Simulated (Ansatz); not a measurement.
The reference is GeS in the GeS type structure (space group Pnma, No. 62; a = 10.6609 Å, b = 3.6812 Å, c = 4.3557 Å; layered, stacked along the Cartesian x axis). Axes: x, y, z lie along a, b, c of the conventional cell.

Level of theory: PBE-D3(BJ)/PAW in Ansatz (a program for electronic structure), no spin-orbit coupling.

For the base:

* **Pressure**: 0.00 GPa
* **Gap character**: indirect, Γ–Z (67 % along) → Γ
* **Smallest direct gap**: 1.26 eV

Now apply this change: uniaxial strain ε_zz = +2.26 %, all other strain components held at zero; the atoms relax in the strained cell.

Problem. What does the calculation give for the pressure after the change?

Solution. The pressure (mean of the normal stresses, compression positive) goes from zero to -1.17 GPa.

Problem. How does this affect the gap character?

Solution. The gap character becomes indirect, Γ → Y–Γ (29 % along) (base: indirect, Γ–Z (67 % along) → Γ).

Problem. Predict the new largest internal atomic displacement.

Solution. The largest internal atomic displacement amounts to 0.021 Å.

Problem. Estimate the effect on the smallest direct gap.

Solution. The smallest direct gap goes up by 0.11 eV, from 1.26 eV to 1.37 eV.

Semilocal Kohn–Sham gaps tend to fall short of experiment. No phonon test of stability was made. The D3 term's C6 switches between coordination references near this geometry, which can add small steps to energies.
